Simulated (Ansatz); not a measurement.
Consider the following.

```yaml
crystal:
  lattice:
    - [0.00000, 2.57990, 2.57990]
    - [2.57990, 0.00000, 2.57990]
    - [2.57990, 2.57990, 0.00000]
  atoms:
    - { symbol: Mg, position: [0.00000, 0.00000, 0.00000] }
    - { symbol: S, position: [0.50000, 0.50000, 0.50000] }
```

No spin polarisation.

Level of theory: DFT with r2SCAN, PAW potentials and a 500 eV plane-wave cutoff in Ansatz (a program for electronic structure), without spin-orbit coupling. Γ-centred 11×11×11 mesh, Fermi–Dirac width 0.05 eV.

Question: Predict the band gap and hole mass.

Answer: The band gap comes out as 3.52 eV. The hole mass (degenerate bands, along [100]) is 0.28, 0.91, 0.91 mₑ (at Γ).

Load acts through the strain it causes; cell and atoms are relaxed under it. Effective masses come from finite differences of ±0.01 Å⁻¹. No phonon test of stability was made. The cell was made from MgS in the rock salt structure (space group Fm-3m, No. 225) by this change: pressure 2.1 GPa.
